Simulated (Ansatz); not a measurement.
System: TaC (model structure, started from the CsCl type, Pm-3m, No. 221, 2 atoms in the cell). Method: PBEsol in Ansatz (PAW).

The input as run:

Ansatz 0.2 input:
```yaml
crystal:
  lattice:
    - [2.7501367529, 0.0, 0.0]
    - [0.0, 2.7501367529, 0.0]
    - [0.0, 0.0, 2.7501367529]
  atoms:
    - { symbol: Ta, position: [0.0, 0.0, 0.0] }
    - { symbol: C, position: [0.5, 0.5, 0.5] }
basis:
  ecutwfc: 520
  ecutrho_ratio: 4
  xc_grid: 2
kpoints:
  mp_grid: { grid: [20, 20, 20] }
hamiltonian:
  xc: pbesol
  dispersion: none
  pseudopotentials: { kind: paw }
scf:
  occupations: { method: fermi_dirac, width: 0.05 }
output:
  forces: true
  stress: true
  eigenvalues: true
relax:
  f_tol: 0.004
  escape_saddle: false
  max_steps: 80
```

From the output:

```
WARN output.stress: scf.convergence.dr2_threshold = 1e-7 eV (the SCF's general default) is looser than the 2e-10 eV advised for a printed stress (1e-10 eV for …
Relaxation: its limit of steps is 80 (relax.max_steps)
Crystal: 2 atoms, lattice volume = 20.800 Å³
Basis set: ecut = 520 eV, 587 PW (Γ), exchange–correlation on 48×48×48 points (8 copies of the dense FFT grid, shifted against one another)
Bands: 13, of which v1, the nominal top of the filled ones, is band 9 counted from 1 (8 counted from 0)
Symmetry: 48 space group operations
Space group: Pm-3m (ITA 221), of the structure as read, at distance tolerance 2.8e-5 Å
k-points: 286 of 8000
Functional: x = pbesol(κ = 0.804, μ = 0.12345679012345678), c = pbesol(β = 0.046)
SCF iter   1: F=—  HF=-10052.496269 eV  |F-HF|=—  |Δ(HF+E_count)|=         —  Δρ=1.33e-2  dr2=3.85e-2
SCF iter   2: F=—  HF=-10052.493095 eV  |F-HF|=—  |Δ(HF+E_count)|=   3.17e-3  Δρ=8.98e-3  dr2=1.93e-2
  ...
SCF iter   5: F=-10052.489659 eV  HF=-10052.489659 eV  |F-HF|=1.88e-8  |Δ(HF+E_count)|=   5.66e-8  Δρ=3.00e-5  dr2=7.58e-8
SCF iter   6: F=-10052.489659 eV  HF=-10052.489659 eV  |F-HF|=2.46e-9  |Δ(HF+E_count)|=   1.25e-8  Δρ=5.55e-6  dr2=3.85e-9
SCF 1 converged in 6 iterations: F = -10052.489659 eV  dr2 = 3.85e-9
SCF converged after 6 iterations
Free energy (F): -10052.489659 eV
Internal energy: -10052.480497 eV  (E = F + TS)
E sigma→0 (E₀):  -10052.485078 eV
Fermi energy:    20.030268 eV
--- Stress (GPa, compression-positive) ---
        6.577458      -0.000000       0.000000
        0.000000       6.577458       0.000000
        0.000000       0.000000       6.577458
  P = ⅓ Tr σ = 6.5775 GPa (65.775 kbar)
```

The cell is one volume of an energy–volume scan, off the minimum.

The PAW data were made under PBE.

Note: the relaxation could raise the start's symmetry but not lower it, so the cell can be a saddle point.

A model structure was made by putting elements into a prototype or built by hand; it is no filed structure, need not be a known phase, and can be a saddle point held by its symmetry.

Ansatz is a quantum-chemistry and plane-wave program.
